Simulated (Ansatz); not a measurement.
The parent structure is Ru in the hcp (Mg type) structure (space group P6_3/mmc, No. 194; relaxed with 0.1 eV smearing).

```xyz
2
Lattice="2.6756 0.0000 0.0000 -1.3378 2.3171 0.0000 0.0000 0.0000 4.2237" Properties=species:S:1:pos:R:3 pbc="T T T"
Ru     1.3378     0.7724     3.1678
Ru     0.0000     1.5447     1.0559
```

Cartesian axes are those of the cell as printed.

Computed with LDA (Ansatz, a quantum-chemistry and plane-wave program; PAW; 420 eV plane waves; no SOC).

Modification: the cell is compressed by 3.00 % along z with no lateral relaxation; the atoms relax in the strained cell.

Task: Predict the stress tensor and what it implies for the stiffness.

Result: Stress of the strained cell less that of the base (GPa, compression positive):
```
    7.0     0.0     0.0
    0.0     7.0     0.0
    0.0     0.0    24.8
```

Then −Δσ_ii/ε with ε = -0.0300 gives secant stiffness values (nonlinear terms included at this strain): C33 ≈ 826 GPa, C13 ≈ 234 GPa and C23 ≈ 234 GPa.

As a check, the harmonic strain energy −½ V₀ Δσ:ε is 30 meV/atom; the computed energy rise is 29 meV/atom.

No phonon test of stability was made. All final runs are without spin polarisation.
